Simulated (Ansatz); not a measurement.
We consider Sr2TaNO3 (Immm, No. 71, 7 atoms in the cell; start mp-1218704), described by PBEsol+SOC (plane waves, PAW; Ansatz, an electronic-structure program).

Settings: plane-wave cutoff 520 eV, 12×12×12 k mesh, Fermi–Dirac smearing 0.01 eV, PAW data made under PBE.

Cell (relaxed with PBEsol):

```cif
data_NO3Sr2Ta
_chemical_formula_sum 'Sr2 Ta1 N1 O3'
_space_group_name_H-M_alt 'P 1'
_space_group_IT_number 1
_cell_length_a 6.88980
_cell_length_b 6.88980
_cell_length_c 6.88980
_cell_angle_alpha 146.324
_cell_angle_beta 145.813
_cell_angle_gamma 48.746
loop_
_space_group_symop_operation_xyz
  'x, y, z'
loop_
_atom_site_label
_atom_site_type_symbol
_atom_site_fract_x
_atom_site_fract_y
_atom_site_fract_z
_atom_site_occupancy
Sr1 Sr 0.64475 0.64475 0.00000 1
Sr2 Sr 0.35525 0.35525 0.00000 1
Ta1 Ta 0.00000 0.00000 0.00000 1
N1 N 0.50000 0.00000 0.50000 1
O1 O 0.83856 0.83856 0.00000 1
O2 O 0.16144 0.16144 0.00000 1
O3 O 0.00000 0.50000 0.50000 1
```

Question: What does this level give for the band gap?

Answer: 
band gap: 0.57 eV (direct)

A start named mp-… is a Materials Project structure, which need not be a measured phase.
